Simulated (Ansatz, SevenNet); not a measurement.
**Lattice parameter c of NbSi2 (model structure, started from the CrSi2 type, P6₂22, No. 180, 9 atoms in the cell) at several levels of theory**

No measured value is used here.

| level (code) | value (Å) |
|---|---|
| SevenNet-0 | 6.616 |
| LDA (Ansatz) | (withheld) |
| PBE (Ansatz) | 6.612 |
| PBEsol (Ansatz) | 6.570 |
| r²SCAN (Ansatz) | 6.580 |

### Question
Fill in the missing entries.

### Answer

- LDA (Ansatz, a program for electronic structure), value (Å): 6.534

Cutoffs differ between the levels. Ansatz's density-functional and Hartree–Fock values are scalar-relativistic unless marked +SOC, with PAW data made under PBE.

Machine-learned potentials (SevenNet-0) are trained on DFT data: a solid inside that data is no test of them.

A model structure was made by putting elements into a prototype or built by hand; here it ended with the formula and space group of a phase in our tables.
